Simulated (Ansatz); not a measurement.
The reference is Ni in the fcc (Cu type) structure (space group Fm-3m, No. 225; a = 3.463 Å; ferromagnetic).

Method: PBEsol (Ansatz, a quantum-chemistry and plane-wave program; PAW; 420 eV plane waves; without spin-orbit coupling), earlier PAW set.

Base values:

The lattice parameter a is 3.463 Å.

The change: every Ni is replaced by Pt, then cell and atoms are relaxed.

### Question
What happens to the lattice parameter a?

### Answer
The lattice parameter a goes up by 0.455 Å (3.463 Å → 3.918 Å).

Other magnetic orders, which the real material may have, were not ruled out. Whether these cells are dynamically stable was not tested. Spin-polarised in the final run: base; the other runs are not. Pt lies near a magnetic instability that expansion can trigger; it was not tested.
